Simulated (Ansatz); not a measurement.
Start from HfO2 in the fluorite structure (space group Fm-3m, No. 225; a = 5.058 Å). Axes: x, y, z lie along the cube axes.

The values are results of r2SCAN (Ansatz, a first-principles code), spin-orbit coupling left out, not measurements.

For the base:

| Item | Value |
|---|---|
| Shortest interatomic distance | 2.190 Å |

Now apply this change: tensile biaxial strain of 1.10 % in the plane normal to [111], as in epitaxy on a mismatched substrate; the out-of-plane cell vector and the atoms relax.

Problem. What happens to the ratio −ε⊥/ε∥?

Solution. The ratio −ε⊥/ε∥ amounts to 1.17.

Problem. What happens to the in-plane stress?

Solution. The mean in-plane stress (compression positive) amounts to -3.5 GPa.

Problem. Predict the new shortest interatomic distance.

Solution. The shortest interatomic distance decreases by 0.018 Å, from 2.190 Å to 2.172 Å.

Problem. Estimate the effect on the energy relative to the base.

Solution. The energy grows by 2.6 meV/atom.

Whether these cells are dynamically stable was not tested. This is not the structure that HfO2 has at room temperature and ambient pressure.
